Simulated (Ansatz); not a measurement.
**La2O3 under a change: biaxial strain +0.13 %, plane normal [001], relaxed out of plane**

Base system: La2O3 (space group P-3m1, No. 164; a = 3.9061 Å, c = 6.0400 Å). Axes: x lies along a and z along c of the hexagonal cell.

The change: biaxial strain +0.13 %, plane normal [001], relaxed out of plane (Cartesian); in-plane vectors clamped, the third vector and the atoms free.

Method: PBEsol (Ansatz, a first-principles code), no SOC. Settings: 10×10×6 k-points, 0.05 eV Fermi–Dirac smearing.

The space group is still P-3m1 (No. 164) and the pressure (mean of the normal stresses, compression positive) goes from zero to -0.20 GPa. The band gap shrinks by 0.01 eV, from 3.77 eV to 3.76 eV and the gap character stays indirect, L → K. The width of the top valence band stays 0.41 eV and the electron mass is still 1.3 mₑ (at K). The out-of-plane strain is -0.17 % and the mean in-plane stress (compression positive) amounts to -0.3 GPa.

Final structure (turned so that z lies along the plane normal):

```yaml
crystal:
  lattice:
    - [3.91119, 0.00000, 0.00000]
    - [1.95559, 3.38719, 0.00000]
    - [0.00000, 0.00000, 6.02997]
  atoms:
    - { symbol: La, position: [0.33333, 0.33333, 0.24531] }
    - { symbol: La, position: [0.66667, 0.66667, 0.75469] }
    - { symbol: O, position: [0.00000, 0.00000, 0.00000] }
    - { symbol: O, position: [0.33333, 0.33333, 0.64627] }
    - { symbol: O, position: [0.66667, 0.66667, 0.35373] }
```

Masses are band curvatures over ±0.01 Å⁻¹ around the edge. No phonon test of stability was made.
